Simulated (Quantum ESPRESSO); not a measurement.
**A series of runs on SrICl (Pnma, 12 atoms in the cell)**

```
SrICl
1.0
    8.44837     0.00000     0.00000
    0.00000     4.53905     0.00000
    0.00000     0.00000    10.34184
Sr I Cl
4 4 4
Cartesian
  1.57511   1.13476   1.34010
  6.87326   3.40429   9.00174
  2.64907   3.40429   6.51102
  5.79930   1.13476   3.83082
  0.01402   1.13476   6.98850
  8.43435   3.40429   3.35334
  4.21016   3.40429   1.81758
  4.23821   1.13476   8.52426
  2.93234   1.13476   4.65476
  5.51603   3.40429   5.68708
  1.29184   3.40429   9.82568
  7.15653   1.13476   0.51616
```

Base run A: PBEsol, PseudoDojo standard norm-conserving (PBESOL) pseudopotentials in Quantum ESPRESSO 7.5, self-consistent single point.

Its settings: ecutwfc = 70 Ry; occupations = fixed; potentials = {Sr: Sr.upf, I: I.upf, Cl: Cl.upf}; K_POINTS = automatic 3 6 3 0 0 0; nbnd = 52; conv_thr = 1e-10 Ry; mixing_beta = 0.3.

The starting cell comes from a database of computed structures (which also holds hypothetical and non-ambient phases and stackings), without a prior relaxation at this level. Spin-orbit coupling is off.

ΔF is the free energy per atom less that of run A. 

Run A gave: pressure (GPa) -1.76; largest force (eV/Å) 0.061; gap on the mesh (eV) 3.672; iterations 13.

Runs:
- B: mixing_ndim = 2
- C: mixing_ndim = 4
- D: mixing_ndim = 6
- E: mixing_ndim = 12

### Question
Which runs reach the base run's state, and which is quickest in iterations?

### Answer
Runs B, C, D, E gave the same state as A (within 1 meV/atom).

```
run  ΔF (meV/atom)  pressure (GPa)  largest force (eV/Å)  gap on the mesh (eV)  iterations
---  -------------  --------------  --------------------  --------------------  ----------
A             0.00           -1.76                 0.061                 3.672          13
B             0.00           -1.76                 0.061                 3.672          15
C             0.00           -1.76                 0.061                 3.672          14
D             0.00           -1.76                 0.061                 3.672          14
E             0.00           -1.76                 0.061                 3.672          13
```
